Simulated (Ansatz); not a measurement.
Base system: Lu in the hcp (Mg type) structure (space group P6_3/mmc, No. 194; a = 3.443 Å, c = 5.367 Å; relaxed with 0.1 eV smearing).

Calculations: Ansatz (a first-principles code) PBEsol, spin-orbit coupling left out.

For the base:

```
Item       Result
--------  -------
Pressure  0.0 GPa
Band gap     zero
```

Perturbation: the cell is scaled by 0.9700 in all directions; the atoms relax in the strained cell.

Q: Predict the new pressure, energy relative to the base and band gap.

A: The pressure (mean of the normal stresses, compression positive) goes from zero to 5.3 GPa; the energy rises by 37 meV/atom; the band gap stays zero.

Stability against distortions was not tested.
